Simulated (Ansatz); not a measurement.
System: AlO (model structure, started from the beta GaS type, P6₃/mmc, No. 194, 8 atoms in the cell). Method: PBEsol in Ansatz (PAW).

Numerical settings: plane-wave cutoff 520 eV, 12×12×4 k mesh (along the axes of the cell as run), Fermi–Dirac smearing 0.01 eV, scalar-relativistic PAW data made under PBE.

Cell (relaxed at this level):

Space group P6₃/mmc (No. 194); a = 2.9512 Å, b = 2.9512 Å, c = 13.2146 Å, α = 90.00°, β = 90.00°, γ = 120.00°

| atom | site | symmetry | x | y | z |
|---|---|---|---|---|---|
| Al | 4f | 3m. | 0.3333 | 0.6667 | 0.1511 |
| O | 4f | 3m. | 0.6667 | 0.3333 | 0.1015 |

Estimate the band gap, smallest direct gap on the k points sampled and direct gap at Γ that the calculation returns.


band gap: 1.00 eV (indirect)
smallest direct gap on the k points sampled: 1.33 eV
direct gap at Γ: 3.14 eV

Note: the relaxation could raise the start's symmetry but not lower it, so the cell can be a saddle point.

A model structure was made by putting elements into a prototype or built by hand; it is no filed structure, need not be a known phase, and can be a saddle point held by its symmetry.

Ansatz is a program for electronic structure.
